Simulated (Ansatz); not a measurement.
The parent structure is SnSe₂ in the CdI2 type structure (space group P-3m1, No. 164; a = 3.840 Å, c = 6.007 Å; layered, stacked along the Cartesian z axis). Axes: x lies along a and z along c of the hexagonal cell.

Calculations: PBE-D3(BJ), PAW, 420 eV (Ansatz, a first-principles code; spin-orbit coupling left out).

Modification: the cell is compressed by 2.00 % along z with no lateral relaxation, atoms relaxed at fixed cell.

Question: Predict the stress tensor and what it implies for the stiffness.

Answer: Stress of the strained cell less that of the base (GPa, compression positive):
```
   0.42    0.00    0.00
   0.00    0.42    0.00
   0.00    0.00    0.69
```

Then −Δσ_ii/ε with ε = -0.0200 gives secant stiffness values (nonlinear terms included at this strain): C33 ≈ 34 GPa, C13 ≈ 21 GPa and C23 ≈ 21 GPa.

Whether these cells are dynamically stable was not tested.
